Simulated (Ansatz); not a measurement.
Start from BN in the zinc blende structure (space group F-43m, No. 216).

```
BN
1.0
    0.00000     1.80256     1.80256
    1.80256     0.00000     1.80256
    1.80256     1.80256     0.00000
N B
1 1
Direct
  0.75000   0.75000   0.75000
  0.00000   0.00000   0.00000
```

Cartesian axes are those of the cell as printed.

Levels (all Ansatz, an electronic-structure program, PAW, earlier PAW set): PBEsol (420 eV, spin-orbit coupling left out); HSE06 (420 eV, no SOC).

Its gap is 4.29 eV with PBEsol and 5.79 eV with HSE06.

One thing is altered: biaxial strain +1.78 %, plane normal [001], relaxed out of plane (Cartesian); in-plane vectors clamped, the third vector and the atoms free.

With PBEsol the gap becomes 3.82 eV.

### Question
If the HSE06 correction stayed the same, what would the HSE06 gap be, and what does the HSE06 run give?

### Answer
A rigid correction of +1.50 eV gives 5.32 eV. The HSE06 run gives 5.30 eV, so the two effects roughly add.

Single points use the geometry relaxed with PBEsol. HSE06 gaps are upper bounds (no full band path). Stability against distortions was not tested.
